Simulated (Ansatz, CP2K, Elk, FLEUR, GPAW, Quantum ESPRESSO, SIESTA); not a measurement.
**Code comparison for IrRh3 (Pm-3m, 4 atoms in the cell)**

Self-consistent single point, at a second geometry (lattice scaled by 0.98). First geometry:

```
IrRh3
1.0
    3.81706     0.00000     0.00000
    0.00000     3.81706     0.00000
    0.00000     0.00000     3.81706
Ir Rh
1 3
Direct
  0.00000   0.00000   0.00000
  0.00000   0.50000   0.50000
  0.50000   0.00000   0.50000
  0.50000   0.50000   0.00000
```

Shared settings, as Ansatz (a first-principles code) writes them: kpoints.mp_grid.grid = 6 6 6; scf.occupations.method = fermi_dirac; scf.occupations.width = 0.1 eV. Potentials and cutoffs stand in the table.

| code | model | ΔF from the first geometry (meV/atom) | pressure (GPa) | cutoff |
|---|---|---|---|---|
| Quantum ESPRESSO | LDA (PZ), GBRV 1.5 ultrasoft (LDA) pseudopotentials | -8.6 | 6.99 | 40 Ry |
| GPAW | LDA (Perdew-Wang 92), GPAW PAW datasets LDA (gpaw-data 1.0.1) | -9.6 | 8.42 | 600 eV |
| SIESTA | LDA PW92, numerical atomic orbitals TZP, PseudoDojo LDA standard norm-conserving potentials (rewritten from UPF to PSML) | -3.9 | 10.27 | grid 300 Ry |
| CP2K | LDA (Pade form), GPW, DZVP-MOLOPT-SR-GTH basis, GTH-PADE potentials (GTH_POTENTIALS) | -26.4 | 6.67 | grid 500 Ry |
| Ansatz | LDA (PW92), PAW files made with PBE | -13.4 | 7.75 | 420 eV |
| FLEUR | LDA (Perdew-Zunger), all-electron FLAPW (FLEUR), scalar-relativistic valence | -7.1 | – | Kmax 4.3 1/bohr |
| Elk | LDA (PW92), all-electron FP-LAPW, Elk's shipped species files, default APW+lo basis | -18.6 | – | default |

For Quantum ESPRESSO (by 1.8 GPa) the energy change implies a higher mean pressure, against the two pressures, than for the other programs: a sign of finite-basis (Pulay) stress.

A dash marks a value that a program does not give, or that is left out as unsure.

On Ansatz's run: spin-orbit coupling is off. Spin polarisation is off.

The spread over the programs that give each value: ΔF from the first geometry within 22.5 meV/atom; pressure within 3.60 GPa.

SIESTA and CP2K use small atom-centred bases, whose incompleteness enters pressures, forces and empty levels differently from a plane-wave cutoff. FLEUR and Elk treat all electrons, but the usual bases taken here (sphere radii, linearisation, local orbitals, empty states) were not tested for convergence, so the values are no reference for the others. Ansatz's pressure is given at a fixed set of plane waves, as the other plane-wave codes print theirs; with its correction for the finite basis it is 7.84 GPa. The same LDA comes in different parametrisations, which differ slightly. In the pressure, SIESTA (by 2.52) and CP2K (by 1.08) lie more than 1 GPa from the median of the plane-wave programs.

The starting cell comes from a database of computed structures (which also holds hypothetical and non-ambient phases and stackings), without a prior relaxation at this level. For this run, on top of that: lattice scaled by 0.98.

Left out of this page: ABINIT (with a known weakness of the program).

Keys are those of Ansatz 0.2.
